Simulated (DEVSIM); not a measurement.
Device: illuminated Ge n-on-p cell, one wavelength, at 250 K.

```csv
layer (left to right),material,thickness (μm),Nd (cm⁻³),Na (cm⁻³),τn (s),τp (s),absorption coefficient (cm⁻¹)
1,Ge,0.0950,2.2e18,-,7.8e-5,1.2e-5,7600
2,Ge,88.0,-,1.3e17,0.00016,0.00016,7600
```

Left contact: ohmic, minority hole recombination velocity 7e5 cm/s. Right contact: ohmic, minority electron recombination velocity 5e6 cm/s. Voltage is applied to the left contact. Recombination: SRH at mid-gap, radiative, Auger. Light enters at the left, 4.2e17 photons cm⁻² s⁻¹, one pass, no reflection. Mobility is μmin + (μ − μmin)/(1 + (N/Nref)^α).

The device is made up for the run: typed textbook-type constants, with dimensions and the other settings drawn at random. Values at 300 K; Nc and Nv go as T^1.5, mobilities as T to minus their exponent, the gap by Varshni's rule with the affinity fixed.

```tsv
parameter	Ge
gap (eV)	0.664
affinity (eV)	4
permittivity	16
Nc (cm⁻³)	1.04e19
Nv (cm⁻³)	6e18
μn (cm²/Vs)	3900
μp (cm²/Vs)	1900
μn,min	150
μp,min	100
Nref,n	2.6e17
Nref,p	4e17
αn	0.56
αp	0.6
T exponent of μn	1.66
T exponent of μp	2.33
B (cm³/s)	6.4e-14
Cn (cm⁶/s)	1e-31
Cp (cm⁶/s)	1e-31
Varshni α (eV/K)	0.000477
Varshni β (K)	235
```

Simulated with DEVSIM: 1D drift-diffusion, Boltzmann statistics, complete ionisation; no tunnelling, impact ionisation, image-force lowering or self-heating.

### Question
Tabulate band edges, carrier densities and field at -0.65 V on the left contact, in the dark.

### Answer
Energies count from the Fermi level of the right contact; mesh points crowd at the junctions.

```tsv
x (μm)	Ec (eV)	Ev (eV)	n (cm⁻³)	p (cm⁻³)	field (V/cm)
0.000	0.678	-0.005	2.2e18	8.0e15	-230
0.02278	0.677	-0.005	2.2e18	8.7e15	≈ 0
0.05488	0.677	-0.005	2.2e18	9.7e15	≈ 0
0.08304	0.678	-0.005	2.2e18	1.1e16	1700
0.1153	0.741	0.058	1.2e17	2.0e17	4000
0.1671	0.743	0.061	1.0e17	2.3e17	≈ 0
0.2797	0.743	0.061	1.0e17	2.3e17	-13
0.6498	0.743	0.060	1.0e17	2.3e17	-13
1.328	0.742	0.059	1.0e17	2.3e17	-13
2.799	0.740	0.057	1.0e17	2.3e17	-13
5.994	0.736	0.053	1.0e17	2.3e17	-13
17.18	0.722	0.039	9.8e16	2.3e17	-13
37.21	0.695	0.012	8.8e16	2.2e17	-14
63.25	0.657	-0.026	6.6e16	2.0e17	-16
79.15	0.628	-0.054	3.6e16	1.7e17	-21
83.99	0.618	-0.065	2.1e16	1.5e17	-25
86.22	0.612	-0.071	1.1e16	1.4e17	-28
87.24	0.609	-0.074	5.7e15	1.4e17	-30
87.82	0.607	-0.076	2.5e15	1.3e17	-31
87.98	0.607	-0.076	1.5e15	1.3e17	-32
88.06	0.606	-0.076	1.1e15	1.3e17	-36
88.09	0.606	-0.077	8.6e14	1.3e17	-150
```
